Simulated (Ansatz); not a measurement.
Consider GaSe (space group P6_3/mmc, No. 194; a = 3.769 Å, c = 15.961 Å; layered, stacked along the Cartesian z axis).

One thing is altered: 0.589 electrons added to each cell, a density of 3.0×10^21 cm⁻³, with a uniform compensating background at fixed cell and a 300 K Fermi–Dirac width.

All numbers come from PBE-D3(BJ) (Ansatz, a program for electronic structure), no spin-orbit coupling.

Base, band edges from the VBM (valence, conduction): K -2.25, 1.43; H -1.97, 1.69; M -1.85, 1.02; L -2.16, 1.37; A -0.90, 1.53; Γ 0.00, 0.87 eV.

**Question.** Give the band edges at the high-symmetry points of the new zone, measured from its valence-band maximum.

**Answer.** 
```tsv
point	valence edge (eV)	conduction edge (eV)
Γ	0.00	0.87
M	-1.82	0.93
K	-2.20	1.31
A	-0.95	1.59
L	-2.17	1.31
H	-1.91	1.59
```

The gap is 0.87 eV, direct at Γ.

Carriers are added with a uniform compensating background; total energy and stress of such cells depend on the potential's zero and are not compared; many-body gap narrowing is missing at this level. Whether these cells are dynamically stable was not tested.
